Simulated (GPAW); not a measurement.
Checking a run of GPAW on InCu2 (P6_3/mmc, 6 atoms in the cell). The aim is a self-consistent single point with DFT PBEsol, plane waves, GPAW PAW datasets PBEsol (made by gpaw-setup).

Cell that was meant: a = 4.2548 Å, b = 4.2548 Å, c = 5.1847 Å, α = 90.00°, β = 90.00°, γ = 120.00°.

Part of the input:

```python
                                [0.666667, 0.333333, 0.250000]],
              pbc=True)

calc = GPAW(mode={'name': 'pw', 'ecut': 120},
            xc='PBEsol',
            kpts=(7, 7, 5),
            occupations={'name': 'methfessel-paxton', 'width': 0.272, 'order': 1},
```

The program printed (abridged):

```
Input parameters:
  convergence: {forces: 0.001}
  kpts: [7 7 5]
  maxiter: 150
  mode: {ecut: 120,
         name: pw}
  nbands: -14
   [... lines left out ...]
   5 In     2.127398    1.228251    1.296164    ( 0.0000,  0.0000,  0.0000)

Unit cell:
           periodic     x           y           z      points  spacing
  1. axis:    yes    4.254792    0.000000    0.000000    12     0.3071
  2. axis:    yes   -2.127396    3.684758    0.000000    12     0.3071
  3. axis:    yes    0.000000    0.000000    5.184658    14     0.3703

  Lengths:   4.254792   4.254792   5.184658
  Angles:   90.000000  90.000000 120.000000

Effective grid spacing dv^(1/3) = 0.3429
     iter     time        total  log10-change:
                         energy   eigst   dens  force
iter:   1 --:--:--   258.249848
iter:   2 --:--:--   314.833546   -1.28  -0.55
iter:   3 --:--:--   421.087882   -0.62  -0.63
iter:   4 --:--:--   430.655680   -1.13  -1.03
iter:   5 --:--:--   428.874479   -1.30  -1.10
   [... 7 lines left out ...]
iter:  13 --:--:--   437.709329   -4.37  -2.00
iter:  14 --:--:--   437.973112   -2.93  -2.05
iter:  15 --:--:--   438.004600   -3.72  -2.24
iter:  16 --:--:--   438.015005   -4.92  -2.40
iter:  17 --:--:--   438.031978c  -4.73  -2.46
iter:  18 --:--:--   438.033005c  -5.33  -2.53
iter:  19 --:--:--   438.040047c  -4.45  -2.54
iter:  20 --:--:--   438.039993c  -5.06  -2.85
iter:  21 --:--:--   438.040854c  -6.12  -2.97
iter:  22 --:--:--   438.041308c  -6.18  -3.01
iter:  23 --:--:--   438.041285c  -7.38  -3.08
iter:  24 --:--:--   438.041509c  -5.52  -3.12
iter:  25 --:--:--   438.041496c  -7.04  -3.56
iter:  26 --:--:--   438.041641c  -6.81  -3.67
iter:  27 --:--:--   438.041666c  -7.44c -4.02c
iter:  28 --:--:--   438.041687c  -7.95c -4.15c -15.75c
Converged after 28 iterations.

Dipole moment: (-0.000000, 0.000000, 0.000000) |e|*Ang

Energy contributions relative to reference atoms: (reference = -499743.140405)

Kinetic:       -2310.325503
Potential:     +2561.876665
External:        +0.000000
XC:            +184.248310
Entropy (-ST):   -0.012604
Local:           +2.250617
SIC:             +0.000000
--------------------------
Free energy:   +438.037485
Extrapolated:  +438.041687

Showing only first 2 kpts
 Kpt  Band  Eigenvalues  Occupancy
  0    33     11.04096   -0.00000
  0    34     11.09705   -0.00000
  0    35     14.49856   -0.00000
  0    36     14.63876   -0.00000

  1    33     11.10438   -0.00000
  1    34     11.10716   -0.00000
  1    35     11.20471   -0.00000
  1    36     11.27958   -0.00000

   [... lines left out ...]
Fermi level: 10.01603
No gap
   [... lines left out ...]
  1 Cu    0.00000    0.00000   -0.00000
  2 Cu    0.00000   -0.00000    0.00000
  3 Cu    0.00000   -0.00000    0.00000
  4 In   -0.00000    0.00000    0.00000
  5 In   -0.00000   -0.00000    0.00000

Stress tensor:
    20.977221    -0.000000     0.000000
    -0.000000    20.977220     0.000000
     0.000000     0.000000    21.156657
Stress (GPa, Voigt): [3360.9212 3360.9212 3389.6702    0.        0.       -0.    ]
```

Q: Is anything amiss in this input, and did it matter?

A: The run is not sound. The fault is a basis or grid far too coarse for these potentials. Far below the cutoff that the potentials were made for, the basis cannot represent the orbitals near the nuclei, and energies, forces and above all the stress go wrong. To fix it, restore the cutoff that the potentials need and check convergence. The run converged in 28 iterations without an error; against the sound input the free energy goes up by 76.8 eV/atom and the pressure goes from 11.45 to -3371 GPa.

The sound input it was made from differs as follows (other fixes are possible):
```diff
-calc = GPAW(mode={'name': 'pw', 'ecut': 120},
+calc = GPAW(mode={'name': 'pw', 'ecut': 800},
```

With that input, the run converged in 21 iterations: free energy E − TS (from the program's reference atoms) -22.9438 eV; Fermi level (on the code's own zero) 10.20 eV; pressure 11.45 GPa (DFT PBEsol, plane waves, GPAW PAW datasets PBEsol (made by gpaw-setup)).

On the sound input: the starting cell comes from a database of published, mostly measured structures (it also holds non-ambient and calculated ones), without a prior relaxation at this level. Its lattice was rescaled by a random factor within 2.5 % of one. Spin polarisation is off. With a pressure of about 11 GPa the cell is away from its equilibrium volume at this level.
